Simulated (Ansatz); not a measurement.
Results of LDA (Ansatz, a quantum-chemistry and plane-wave program, plane waves, PAW) for SnSe₂ (model structure, started from the 3R-MoS2 type, R3m, No. 160, 3 atoms in the cell).

Input file:

Ansatz 0.2 input:
```yaml
crystal:
  lattice:
    - [1.9150927419, 1.1056794532, 5.632453134]
    - [-1.9150927419, 1.1056794532, 5.632453134]
    - [0.0, -2.211358477, 5.6324532183]
  atoms:
    - { symbol: Sn, position: [0.0009847605, 0.0009847605, 0.0009847605] }
    - { symbol: Se, position: [0.7685286911, 0.7685286911, 0.7685286911] }
    - { symbol: Se, position: [0.5637865484, 0.5637865484, 0.5637865484] }
basis:
  ecutwfc: 520
  ecutrho_ratio: 4
  xc_grid: 2
kpoints:
  mp_grid: { grid: [20, 20, 20] }
hamiltonian:
  xc: lda
  dispersion: none
  pseudopotentials: { kind: paw }
scf:
  occupations: { method: fermi_dirac, width: 0.05 }
output:
  forces: true
  stress: true
  eigenvalues: true
relax:
  f_tol: 0.004
  escape_saddle: false
  max_steps: 80
  cell: { stress_tol: 0.02, fix: [volume] }
```

Excerpt of the program's output:

```
Relaxation: its limit of steps is 80 (relax.max_steps)
Crystal: 3 atoms, lattice volume = 71.560 Å³
Basis set: ecut = 520 eV, 1953 PW (Γ), FFT grids on a1−a3, a2−a3, a3, exchange–correlation on 60×60×96 points (8 copies of the dense FFT grid, shifted against one another)
Bands: 28, of which v1, the nominal top of the filled ones, is band 23 counted from 1 (22 counted from 0)
Symmetry: 6 space group operations
Space group: R3m (ITA 160), of the structure as read, at distance tolerance 4.2e-5 Å
k-points: 781 of 8000 (time reversal used)
Functional: x = slater, c = lda
SCF iter   1: F=—  HF=-16646.510730 eV  |F-HF|=—  |Δ(HF+E_count)|=         —  Δρ=6.18e-3  dr2=1.37e-2
SCF iter   2: F=—  HF=-16646.506079 eV  |F-HF|=—  |Δ(HF+E_count)|=   4.65e-3  Δρ=2.28e-3  dr2=3.97e-3
  ...
SCF 1 converged in 6 iterations: F = -16646.503803 eV  dr2 = 2.41e-8
Crystal: 3 atoms, lattice volume = 71.560 Å³
Basis set: ecut = 520 eV, 1911 PW (Γ), FFT grids on a1−a3, a2−a3, a3, exchange–correlation on 60×60×96 points (8 copies of the dense FFT grid, shifted against one another)
Initial density: handed on by an earlier stage of this run
SCF 2 converged in 5 iterations: F = -16646.502831 eV  dr2 = 2.19e-8
Crystal: 3 atoms, lattice volume = 71.560 Å³
Basis set: ecut = 520 eV, 1947 PW (Γ), FFT grids on a1−a3, a2−a3, a3, exchange–correlation on 60×60×96 points (8 copies of the dense FFT grid, shifted against one another)
SCF 3 converged in 8 iterations: F = -16646.504650 eV  dr2 = 2.45e-13
Crystal: 3 atoms, lattice volume = 71.560 Å³
SCF 4 converged in 4 iterations: F = -16646.504655 eV  dr2 = 2.46e-9
Crystal: 3 atoms, lattice volume = 71.560 Å³
SCF 5 converged in 4 iterations: F = -16646.504664 eV  dr2 = 1.24e-9
Crystal: 3 atoms, lattice volume = 71.560 Å³
Basis set: ecut = 520 eV, 1947 PW (Γ), FFT grids on a1−a3, a2−a3, a3, exchange–correlation on 60×60×90 points (8 copies of the dense FFT grid, shifted against one another)
SCF iter   3: F=—  HF=-16646.504664 eV  |F-HF|=—  |Δ(HF+E_count)|=  2.80e-10  Δρ=2.22e-7  dr2=3.51e-11
SCF iter   4: F=-16646.504664 eV  HF=-16646.504664 eV  |F-HF|=7.28e-12  |Δ(HF+E_count)|=  7.28e-12  Δρ=6.85e-8  dr2=3.02e-12
SCF 6 converged in 4 iterations: F = -16646.504664 eV  dr2 = 3.02e-12
SCF converged after 4 iterations
Free energy (F): -16646.504664 eV
Internal energy: -16646.495701 eV  (E = F + TS)
E sigma→0 (E₀):  -16646.500182 eV
Fermi energy:    9.796483 eV
--- Forces (eV/Å), atoms counted from 1 ---
  atom   1  Sn     0.00000000     0.00000000     0.00049151
  atom   2  Se     0.00000000    -0.00000000    -0.00055190
  atom   3  Se     0.00000000     0.00000000     0.00005956
--- Stress (GPa, compression-positive) ---
       -1.180112       0.000000       0.000000
        0.000000      -1.180112       0.000000
        0.000000       0.000000      -1.172052
  P = ⅓ Tr σ = -1.1774 GPa (-11.774 kbar)
```

The cell is one volume of an energy–volume scan, off the minimum.

The PAW data were made under PBE.

Note: the relaxation could raise the start's symmetry but not lower it, so the cell can be a saddle point.

A model structure was made by putting elements into a prototype or built by hand; it is no filed structure, need not be a known phase, and can be a saddle point held by its symmetry.
